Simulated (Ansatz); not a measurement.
What biaxial strain +0.50 %, plane normal [001], relaxed out of plane does to Os

Consider Os in the hcp (Mg type) structure (space group P6_3/mmc, No. 194; a = 2.7543 Å, c = 4.3474 Å; relaxed with 0.1 eV smearing). Axes: x lies along a and z along c of the hexagonal cell.

The change: tensile biaxial strain of 0.50 % in the plane normal to [001], as in epitaxy on a mismatched substrate; the out-of-plane cell vector and the atoms relax.

Method: PBE (Ansatz, a first-principles code; PAW; 420 eV plane waves; no spin-orbit coupling). k-mesh 24×24×13 (Γ-centred); smearing 0.1 eV (Fermi–Dirac).

```json
[
 {"quantity": "band gap", "base": "zero", "changed": "zero", "shift": "–"},
 {"quantity": "out-of-plane strain", "base": "–", "changed": "-0.27 %", "shift": "–"},
 {"quantity": "mean in-plane stress (compression positive)", "base": "–", "changed": "-4.0 GPa", "shift": "–"}
]
```

Final structure (turned so that z lies along the plane normal):

```
Os
1.0
    2.76810     0.00000     0.00000
    1.38405     2.39725     0.00000
    0.00000     0.00000     4.33576
Os
2
Direct
  0.66667   0.66667   0.75000
  0.33333   0.33333   0.25000
```

Whether these cells are dynamically stable was not tested. The final runs are not spin-polarised.
